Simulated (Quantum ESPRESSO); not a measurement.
**Convergence test for LaB4 (P4/mbm, 20 atoms in the cell)**

```
CELL_PARAMETERS angstrom
      7.26989     0.00000     0.00000
      0.00000     7.26989     0.00000
      0.00000     0.00000     4.15910
ATOMIC_POSITIONS crystal
  La 0.68377 0.18377 0.00000
  La 0.31623 0.81623 0.00000
  La 0.81623 0.68377 0.00000
  La 0.18377 0.31623 0.00000
  B  0.46122 0.32712 0.50000
  B  0.53878 0.67288 0.50000
  B  0.67288 0.46122 0.50000
  B  0.32712 0.53878 0.50000
  B  0.96122 0.17288 0.50000
  B  0.03878 0.82712 0.50000
  B  0.17288 0.03878 0.50000
  B  0.82712 0.96122 0.50000
  B  0.00000 0.00000 0.20640
  B  0.00000 0.00000 0.79360
  B  0.50000 0.50000 0.79360
  B  0.50000 0.50000 0.20640
  B  0.08881 0.58881 0.50000
  B  0.91119 0.41119 0.50000
  B  0.41119 0.08881 0.50000
  B  0.58881 0.91119 0.50000
```

Method of the run: PBEsol, GBRV 1.5 ultrasoft (PBESOL) pseudopotentials (plane waves; Quantum ESPRESSO).

The starting cell comes from a database of computed structures (which also holds hypothetical and non-ambient phases and stackings), without a prior relaxation at this level. Its lattice was rescaled by a random factor within 2.5 % of one. Without a gap this mesh is coarse (it stands for a supercell whose shortest vector is 17 Å).

Held fixed: occupations = smearing; smearing = cold; degauss = 0.0147 Ry; potentials = {La: la_pbesol_v1.uspp.F.UPF, B: b_pbesol_v1.4.uspp.F.UPF}; K_POINTS = automatic 3 3 4 0 0 0; conv_thr = 1e-10 Ry; mixing_beta = 0.5. Moved along with it: ecutrho.

ΔF is the free energy per atom less that of the last row (70 Ry).

| ecutwfc | ΔF (meV/atom) | pressure (GPa) | largest force (eV/Å) | plane waves | iterations |
|---|---|---|---|---|---|
| 16 Ry | 485.5 | -14.20 | 0.237 | 1620 | 14 |
| 20 Ry | 212.3 | -8.98 | 0.179 | 2255 | 14 |
| 24 Ry | 87.6 | -4.81 | 0.215 | 2966 | 13 |
| 28 Ry | 30.4 | -2.12 | 0.234 | 3722 | 13 |
| 32 Ry | ? | -0.74 | 0.205 | 4559 | 12 |
| 36 Ry | 4.5 | -0.21 | 0.199 | 5442 | 13 |
| 40 Ry | 3.7 | -0.06 | 0.196 | 6368 | 12 |
| 46 Ry | 3.5 | -0.09 | 0.196 | 7849 | 13 |
| 52 Ry | ? | -0.16 | 0.195 | 9418 | 13 |
| 60 Ry | 0.93 | -0.17 | 0.192 | 11676 | 14 |
| 70 Ry | 0.00 | -0.13 | 0.192 | 14712 | 12 |

### Question
Fill in the missing entries.

### Answer

- 32 Ry, ΔF (meV/atom): 9.6
- 52 Ry, ΔF (meV/atom): 2.5
